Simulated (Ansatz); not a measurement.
## Carrier properties of GaN (P6_3mc)

Here is the system:

```xyz
4
Lattice="3.2176 0.0000 0.0000 -1.6088 2.7865 0.0000 0.0000 0.0000 4.9368" Properties=species:S:1:pos:R:3 pbc="T T T"
Ga     0.0000     1.8577    -0.0339
Ga     1.6088     0.9288     2.4345
N      0.0000     1.8577     1.8852
N      1.6088     0.9288     4.3536
```

Method: r2SCAN with spin-orbit coupling, rigid bands (plane waves, PAW; Ansatz, a quantum-chemistry and plane-wave program). Condition of this run: uniaxial stress along c of 16 GPa (compression positive) (the target of the relaxation). Cell: cell and atoms relaxed with PBEsol, then loaded as said.

```
Property                                                                                                                                                          Result
---------------------------------------------------------------------------------------------------------------------------------------  -------------------------------
band gap                                                                                                                                                         2.40 eV
electron conductivity mass (300 K, dilute)                                                                                               0.20 (x), 0.20 (y), 0.21 (z) mₑ
hole conductivity mass (300 K, dilute)                                                                                                   1.70 (x), 1.70 (y), 0.29 (z) mₑ
effective density of states N_c (300 K)                                                                                                                      2.2e18 cm⁻³
effective density of states N_v (300 K)                                                                                                                      2.1e19 cm⁻³
density-of-states mass, electrons                                                                                                                               0.200 mₑ
density-of-states mass, holes                                                                                                                                    0.90 mₑ
Seebeck coefficient, n-type 1e19 cm⁻³, 300 K                                                                                                                   -117 μV/K
best n-type power factor at 300 K for τ = 10 fs (best axis; densities from 1e16 to 1e21 cm⁻³ tried, whether or not they can be reached)     1.82 μW/(cm·K²) at 1e19 cm⁻³
Seebeck coefficient, p-type 1e19 cm⁻³, 300 K                                                                                                                    289 μV/K
best p-type power factor at 300 K for τ = 10 fs (best axis; densities from 1e16 to 1e21 cm⁻³ tried, whether or not they can be reached)      8.5 μW/(cm·K²) at 3e19 cm⁻³
```

Rigid bands; masses and Seebeck coefficients take one relaxation time τ for all states and one kind of carrier; polarons and phonon drag are left out. Geometry: cell and atoms relaxed with PBEsol.
